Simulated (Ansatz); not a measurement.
# Convergence study of the k-point mesh for LaBi (I4mm, 2 atoms in the cell)

```
LaBi
1.0
    0.00000     3.34826     3.34826
    3.34826     0.00000     3.34826
    3.34826     3.34826     0.00000
La Bi
1 1
Direct
  0.50747   0.50747   0.49253
  0.00000   0.00000   0.00000
```

Method: PBEsol, default PAW files made with PBE (plane waves; Ansatz, an electronic-structure program).

Base settings: basis.ecutwfc = 30.9 Ry; kpoints.mp_grid.grid = 9 9 9; hamiltonian.xc = pbesol; hamiltonian.pseudopotentials = {kind: paw} (the program's default PAW files); scf.occupations.method = gaussian; scf.occupations.width = 0.0073 Ry.

The second cell is the first with its lattice scaled by 0.98.

Only quantities that move along the ladder and can be compared are tabulated.

The count of work is k-points × plane waves × bands × iterations; it is no time. Core times come from one kind of shared machine, to one figure; runs under 30 s give none.

The starting cell comes from a database of computed structures (which also holds hypothetical and non-ambient phases and stackings), without a prior relaxation at this level. Its lattice was rescaled by up to half a per cent. One atom was moved a little off its site on purpose. Ansatz's pressure includes its estimate of the finite-basis (Pulay) stress.

| kpoints.mp_grid.grid | free energy less the last step's (meV/atom) | energy of the compressed cell less the first (meV/atom) | pressure (GPa) | largest difference of a force vector from the last step's (eV/Å) | count of work / last | core time / last (rough) |
|---|---|---|---|---|---|---|
| 2 2 2 | 422.76 | -19.76 | -2.78 | 0.159 | 0.0028 | – |
| 3 3 3 | 86.66 | -19.69 | -2.75 | 0.053 | 0.0043 | – |
| 4 4 4 | 19.39 | -20.29 | -2.82 | 0.011 | 0.0079 | – |
| 5 5 5 | 7.72 | -20.70 | -2.83 | 0.024 | 0.011 | – |
| 6 6 6 | 2.90 | -20.83 | -2.83 | 0.008 | 0.018 | – |
| 7 7 7 | 1.12 | -21.33 | -2.86 | 0.002 | 0.024 | – |
| 8 8 8 | 0.46 | -21.52 | -2.87 | 0.000 | 0.036 | – |
| 9 9 9 | 0.12 | -21.50 | -2.87 | 0.002 | 0.046 | – |
| 10 10 10 | -0.05 | -21.53 | -2.88 | 0.003 | 0.062 | – |
| 11 11 11 | -0.07 | -21.57 | -2.88 | 0.002 | 0.077 | – |
| 14 14 14 | -0.04 | -21.57 | -2.87 | 0.000 | 0.15 | 0.2 |
| 17 17 17 | -0.01 | -21.57 | -2.87 | 0.000 | 0.25 | 0.3 |
| 20 20 20 | 0.00 | -21.57 | -2.87 | 0.000 | 0.39 | 0.4 |
| 23 23 23 | 0.00 | -21.57 | -2.87 | 0.000 | 0.57 | 0.6 |
| 28 28 28 | 0.00 | -21.57 | -2.87 | 0.000 | 1.0 | 1 |

Coarsest kpoints.mp_grid.grid that holds the free energy within 1 meV/atom of the last step, with all finer ones: 8 8 8, at 0.036 of the last step's count of work; the step before is off by 1.1 meV/atom.

Coarsest kpoints.mp_grid.grid that holds the forces within 0.01 eV/Å of the last step, with all finer ones: 6 6 6, at 0.018 of the last step's count of work; the step before is off by 0.024 eV/Å.

The energy difference between the two cells stays within 1 meV/atom of the last step's from 5 5 5 on, the total only from 8 8 8 on: much of the error is common to both cells and cancels.

Two neighbours can agree and both be off: 2 2 2 and 3 3 3 differ by 0.07 meV/atom in the energy of the compressed cell less the first, yet lie about 1.9 meV/atom from the last step.

Keys are those of Ansatz 0.2.
